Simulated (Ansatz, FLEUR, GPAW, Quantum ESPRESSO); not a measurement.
LuNi2Ge2 (I4/mmm, 5 atoms in the cell) computed with different codes at matched settings

Self-consistent single point.

```yaml
crystal:
  lattice:
    - [-2.02102, 2.02102, 4.90367]
    - [2.02102, -2.02102, 4.90367]
    - [2.02102, 2.02102, -4.90367]
  atoms:
    - { symbol: Lu, position: [0.00000, 0.00000, 0.00000] }
    - { symbol: Ni, position: [0.25000, 0.75000, 0.50000] }
    - { symbol: Ni, position: [0.75000, 0.25000, 0.50000] }
    - { symbol: Ge, position: [0.62709, 0.62709, 0.00000] }
    - { symbol: Ge, position: [0.37291, 0.37291, 0.00000] }
```

Shared settings, as Ansatz (a program for electronic structure) writes them: kpoints.mp_grid.grid = 3 3 3; scf.occupations.method = fermi_dirac; scf.occupations.width = 0.1 eV. Potentials and cutoffs stand in the table.

```csv
code,model,pressure (GPa),largest force (eV/Å),cutoff
Ansatz,"LDA (PW92), PAW files made with PBE",-11.00,0.257,default
Quantum ESPRESSO,"LDA (PZ), PSlibrary ultrasoft (LDA) pseudopotentials",-10.64,0.123,50 Ry
GPAW,"LDA (Perdew-Wang 92), GPAW PAW datasets LDA (gpaw-data 1.0.1)",-10.50,0.264,850 eV
FLEUR,"LDA (Vosko-Wilk-Nusair), all-electron FLAPW (FLEUR), scalar-relativistic valence",–,0.297,Kmax 3.9 1/bohr
```

A dash marks a value that a program does not give, or that is left out as unsure.

On Ansatz's run: spin-orbit coupling is off. Spin polarisation is off.

The spread over the programs that give each value: pressure within 0.50 GPa; largest force within 0.174 eV/Å.

FLEUR treats all electrons, but the usual bases taken here (sphere radii, linearisation, local orbitals, empty states) were not tested for convergence, so the values are no reference for the others. Ansatz's pressure is given at a fixed set of plane waves, as the other plane-wave codes print theirs; with its correction for the finite basis it is -10.93 GPa. The same LDA comes in different parametrisations, which differ slightly. In the force vectors, Quantum ESPRESSO (by 0.134) lies more than 0.08 eV/Å from the median of the plane-wave programs.

On the base mesh (7 7 7) the same programs gave: Ansatz pressure -10.72 GPa; Quantum ESPRESSO pressure -10.41 GPa; GPAW pressure -10.21 GPa.

The starting cell comes from a database of computed structures (which also holds hypothetical and non-ambient phases and stackings), without a prior relaxation at this level. Its lattice was rescaled by a random factor within 2.5 % of one.

Left out of this page: CP2K (on another mesh); Elk (not drawn, or without a comparable value).

Keys are those of Ansatz 0.2.
